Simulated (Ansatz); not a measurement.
**Hypothetical CdI2 type MnF2, thickness series**

The parent structure is MnF2 in the CdI2 type structure (space group P-3m1, No. 164; a = 3.328 Å, c = 4.281 Å; ferromagnetic; a hypothetical phase, not in the database extracts checked; layered, stacked along the Cartesian z axis).

Free-standing slabs (3 atom(s) a layer) normal to the stacking axis with 15 Å of vacuum; in-plane cell relaxed.

Levels (all Ansatz, an electronic-structure program, PAW): PBE-D3(BJ) (420 eV, without spin-orbit coupling); r2SCAN+rVV10 (500 eV, scalar-relativistic without spin-orbit coupling).

The base cell above is that of PBE-D3(BJ); each level relaxes its own structures.

| case | band gap, PBE-D3(BJ) | band gap, r2SCAN+rVV10 |
|---|---|---|
| 1 layer | 2.32 eV | ___ |
| 2 layers | 2.00 eV | 2.61 eV |
| 3 layers | 1.88 eV | ___ |
| 4 layers | 1.82 eV | 2.37 eV |

**Question.** Complete the table.

**Answer.** 
- 1 layer, band gap, r2SCAN+rVV10: 3.02 eV
- 3 layers, band gap, r2SCAN+rVV10: 2.45 eV

PBE-D3(BJ) lies below r2SCAN+rVV10 in every row, by 0.56 eV to 0.70 eV. They put the cases in the same order.

Whether these cells are dynamically stable was not tested. No Hubbard U is applied and the magnetic state is the run's own (MnF2 ferromagnetic); small cells can't hold the antiferromagnetic order that many such compounds have, so gaps and moments can be off. The D3 term's C6 switches between coordination references near this geometry, which can add small steps to energies.
